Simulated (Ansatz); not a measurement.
Here is the system:

```
K
1.0
    5.26676     0.00000     0.00000
    0.00000     5.26676     0.00000
    2.63338    -2.63338     2.57118
K
1
Direct
  0.00000   0.00000   0.00000
```

No spin polarisation.

All numbers come from PBEsol in Ansatz (plane waves to 420 eV, PAW, no SOC). k-mesh 18×18×18 (Γ-centred); smearing 0.1 eV (Fermi–Dirac).

Predict the band gap, in-plane stress and space group.

The band gap is zero and the mean in-plane stress (compression positive) is 0.0 GPa. The space group is I4/mmm (No. 139).

The cells carry an imposed strain or load. Stability against distortions was not tested. The cell was made from K in the bcc (W type) structure (space group Im-3m, No. 229) by this change: biaxial strain +1.00 %, plane normal [001], relaxed out of plane.

Ansatz is a first-principles code.
